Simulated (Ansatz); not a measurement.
The starting structures come from a database of crystals and need not be the phases stable at ambient conditions.

By PBEsol, the system below comes out a metal.

A figure of merit of an interconnect metal is its ballistic conductance per area.

```
AlSc3
1.0
    5.07970     0.00000     0.00000
    0.00000    10.93272     0.00000
    0.00000     5.46636     3.15600
Sc Al
6 2
Direct
  0.25000   0.17120   0.00000
  0.75000   0.82880   0.00000
  0.75000   0.34240   0.48640
  0.25000   0.65760   0.51360
  0.25000   0.17120   0.48640
  0.75000   0.82880   0.51360
  0.75000   0.33333   0.00000
  0.25000   0.66667   0.00000
```

Space group of this cell: P6_3/mmc. The cell is taken as given; by PBEsol its mean pressure is -2.8 GPa.

The current flows along the normal of the first two printed cell vectors, the (110) plane of the conventional cell. No spin-orbit coupling; the value is a mean over 0.1 eV about the Fermi level.

**Question.** Give the ballistic conductance per area that PBEsol run with Ansatz (a quantum-chemistry and plane-wave program) yields.

**Answer.** 0.49 × 10¹⁵ S/m² for both spins.
